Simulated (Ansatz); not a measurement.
## What tensor shear ε_xy = +1.43 % does to ZrC

Take ZrC in the rock salt structure (space group Fm-3m, No. 225; a = 4.6691 Å; relaxed with 0.1 eV smearing) as the base. Axes: x, y, z lie along the cube axes.

The change: a pure shear with ε_xy = ε_yx = 0.0143, atoms relaxed at fixed cell.

Method: DFT with PBEsol, PAW potentials and a 420 eV plane-wave cutoff in Ansatz (a program for electronic structure), scalar-relativistic without spin-orbit coupling. Settings: 21×21×21 k-points, 0.1 eV Fermi–Dirac smearing.

Space group: Immm (No. 71) (base Fm-3m (No. 225))
Shortest interatomic distance: 2.335 Å (base 2.335 Å)
Energy relative to the base (free energy F): +5.1 meV/atom
Pressure (mean of the normal stresses, compression positive): 0.0 GPa (base 0.0 GPa)
Band gap: zero (base zero)
Stress (xx, yy, zz, yz, xz, xy; compression positive): (0.1, 0.1, 0.0, 0.0, 0.0, -4.5) GPa

Final structure:

```
CELL_PARAMETERS angstrom
      0.03338     2.33454     2.33454
      2.33454     0.03338     2.33454
      2.36792     2.36792     0.00000
ATOMIC_POSITIONS crystal
  Zr 0.00000 0.00000 0.00000
  C  0.50000 0.50000 0.50000
```

The cells carry an imposed strain or load. Whether these cells are dynamically stable was not tested. All final runs are without spin polarisation.
